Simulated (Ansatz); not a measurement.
Given:

```
BAs
1.0
    0.00000     2.38393     2.38393
    2.38393     0.00000     2.38393
    2.38393     2.38393     0.00000
As B
1 1
Cartesian
  3.57590   3.57590   3.57590
  0.00000   0.00000   0.00000
```

No spin polarisation.

Computed with PBEsol, PAW, 420 eV (Ansatz, a first-principles code; no spin-orbit coupling). Γ-centred 12×12×12 mesh, Fermi–Dirac width 0.05 eV.

Estimate the gap character.

Indirect, Γ → Γ–X (82 % along).

What width of the top valence band does the calculation give?

5.27 eV.

Predict the hole mass (degenerate bands, along [100]).

0.23 mₑ (at Γ).

Estimate the band gap.

1.08 eV.

Masses are band curvatures over ±0.01 Å⁻¹ around the edge. Stability against distortions was not tested. The cell was made from AlAs by this change: Al → B.
